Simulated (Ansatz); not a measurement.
# SrTiO3, response to strain

Base system: SrTiO₃ in the cubic perovskite structure (space group Pm-3m, No. 221; a = 3.907 Å). Axes: x, y, z lie along the cube axes.

Strains are applied to the cell and any free atomic positions relax; under biaxial strain the out-of-plane vector relaxes too.

Calculations: Ansatz (an electronic-structure program) r2SCAN, without spin-orbit coupling.

Notes on the quantities. pressure: mean of the normal stresses, compression positive.

```tsv
variant	gap character	smallest direct gap	band gap	pressure
base	indirect, R → Γ	2.63 eV	2.26 eV	-0.01 GPa
biaxial strain −2.43 %, plane normal [001], relaxed out of plane	indirect, A → Γ	2.65 eV	2.25 eV	7.30 GPa
biaxial strain −0.85 %, plane normal [001], relaxed out of plane	indirect, A → Γ	2.64 eV	2.26 eV	2.33 GPa
biaxial strain −1.29 %, plane normal [110], relaxed out of plane	indirect, T → Γ	[?]	2.25 eV	[?]
isotropic strain +3.86 %	indirect, R → Γ	2.41 eV	1.99 eV	-16.77 GPa
uniaxial strain ε_xx = −5.97 %	indirect, A → Γ	2.59 eV	2.30 eV	14.61 GPa
uniaxial strain ε_xx = +4.27 %	indirect, A → Γ	2.53 eV	2.09 eV	-6.79 GPa
tensor shear ε_yz = +0.29 %	indirect, T → Γ	2.60 eV	2.25 eV	-0.01 GPa
```

### Question
Complete the table.

### Answer

- biaxial strain −1.29 %, plane normal [110], relaxed out of plane, smallest direct gap: 2.57 eV
- biaxial strain −1.29 %, plane normal [110], relaxed out of plane, pressure: 3.58 GPa

Whether these cells are dynamically stable was not tested. The final runs are not spin-polarised. Many cubic perovskites are stable only at high temperature; tilts and polar distortions were not tested. k-point labels follow each cell's own Brillouin zone.
